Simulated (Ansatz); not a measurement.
Take BAs (space group P6_422, No. 181; a = 3.4290 Å, c = 7.4031 Å; a hypothetical phase, not in the database extracts checked) as the base.

Levels (all Ansatz, an electronic-structure program, PAW): PBEsol (420 eV, without spin-orbit coupling); r2SCAN (500 eV, without spin-orbit coupling); HSE06 (420 eV, no SOC).

At the geometry relaxed with PBEsol, these levels gave the following band gaps, in shuffled order: (a) 0.31 eV, (b) 0.61 eV, (c) 0.90 eV.

Match each gap to its level.

(a) PBEsol; (b) r2SCAN; (c) HSE06.

Single points use the geometry relaxed with PBEsol. The hybrid gap comes from the SCF mesh plus the semilocal run's edge points and a few special points and is an upper bound. No phonon test of stability was made. The base started in P3_121 and relaxed to P6_422 at this level.
